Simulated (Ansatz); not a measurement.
Start from TiB2 (space group P6/mmm, No. 191).

```yaml
crystal:
  lattice:
    - [3.01738, 0.00000, 0.00000]
    - [-1.50869, 2.61313, 0.00000]
    - [0.00000, 0.00000, 3.18507]
  atoms:
    - { symbol: Ti, position: [0.00000, 0.00000, 0.00000] }
    - { symbol: B, position: [0.66667, 0.33333, 0.50000] }
    - { symbol: B, position: [0.33333, 0.66667, 0.50000] }
```

Cartesian axes are those of the cell as printed.

Calculations: PBEsol in Ansatz (plane waves to 420 eV, PAW, spin-orbit coupling left out).

Strains are applied to the cell and any free atomic positions relax; under biaxial strain the out-of-plane vector relaxes too.

One change was made to it. Results:

```csv
quantity,base,after
volume per atom,8.37 Å³,8.24 Å³
"pressure (mean of the normal stresses, compression positive)",0.0 GPa,4.8 GPa
band gap,zero,zero
```

Problem. Which change produced these results?
(A) biaxial strain +1.50 %, plane normal [001], relaxed out of plane
(B) biaxial strain +0.50 %, plane normal [001], relaxed out of plane
(C) biaxial strain −2.50 %, plane normal [001], relaxed out of plane
(D) biaxial strain −1.00 %, plane normal [001], relaxed out of plane

Solution. D, biaxial strain −1.00 %, plane normal [001], relaxed out of plane. For comparison, the pressure in the other runs: biaxial strain +1.50 %, plane normal [001], relaxed out of plane gives -6.5 GPa; biaxial strain −2.50 %, plane normal [001], relaxed out of plane gives 12.8 GPa; biaxial strain +0.50 %, plane normal [001], relaxed out of plane gives -2.2 GPa.

A case with no gap was solved on a k-mesh chosen for an insulator, which is coarse for it. Without a gap, meshes like the base's 13×13×10 leave anisotropic stresses uncertain by several tenths of a GPa, and small strain energies with them. Whether these cells are dynamically stable was not tested. All final runs are without spin polarisation.

Ansatz is a quantum-chemistry and plane-wave program.
